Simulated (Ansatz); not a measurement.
**CsCl-type TiFe (model structure)**

All values below come from PBEsol in Ansatz (plane waves, PAW).

Numerical settings: plane-wave cutoff 500 eV, 18×18×18 k mesh, Fermi–Dirac smearing 0.1 eV, no spin polarisation, scalar-relativistic PAW data made under PBE.

Cell (relaxed at this level):

Space group Pm-3m (No. 221); a = b = c = 2.916 Å, α = β = γ = 90.00°

| atom | site | symmetry | x | y | z |
|---|---|---|---|---|---|
| Ti | 1a | m-3m | 0.0000 | 0.0000 | 0.0000 |
| Fe | 1b | m-3m | 0.5000 | 0.5000 | 0.5000 |

```yaml
band_gap: none
```

Computed values are for the static lattice.

A model structure was made by putting elements into a prototype or built by hand; here it ended with the formula and space group of a phase in our tables.

Ansatz is a program for electronic structure.
